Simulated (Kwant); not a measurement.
Model system: wire with an antidot in a Ge (holes) two-dimensional gas. Effective mass 0.06 mₑ, grid spacing 8.3 nm, hard walls, nominal width 140 nm (17 grid rows, so walls 149.4 nm apart), one parabolic valley, scattering region 600 nm long along x; energies count from the band bottom; Fermi energy 0.00243 eV. Hard-wall hole of radius 46 nm, 20 nm off the axis. Perpendicular field swept from 0 to 0.52 T, also in the leads; orbital effect alone.

The device is made up for the run: typed textbook-type constants, with dimensions and the other settings drawn at random.

Model: effective-mass tight-binding model on a square grid, one spin, coherent transport at 0 K (Kwant). Conductance is in e²/h.

Density of the scattering states that come in from the left lead, at field = 0.39188 T, in bins, relative to the largest site value (x marks bins outside the device):

```
|00000000000000000000000000000000000000000000|
|11112111221111112200xxxx00000000000000000000|
|2212321343113322441xxxxxx0000000000000000000|
|3212431354113322551xxxxxx0000000000000000000|
|4202530354004412551xxxxxx0000000000000000000|
|4201530253014411551xxxxxx0000000000000000000|
|5301431243114411441xxxxxx0000000000000000000|
|5301432232234422431xxxxxx0000000000000000000|
|4311333212334322330xxxxxx0000000000000000000|
|2221223201332233210xxxxxx0000000000000000000|
|12320231013311331010xxxx00000000000000000000|
|023201320132013300331xx000000000000000000000|
|02431233123312430157421111000000000001111110|
|13542243224323431279853211110000000011111111|
|23432233233323431279964321100000000001111110|
|12221122122222211246643211000000000000000000|
|00000000000000000011111000000000000000000000|
```
Scale: ten equal steps from 0.000 (start of '0') to 1.00 (end of '9'), in the order '0123456789'; x runs from -292 to 292, y from -63.4 (bottom) to 63.4 (top).

The conductance there is 0.53 e²/h with 2 open channel(s) in the leads.
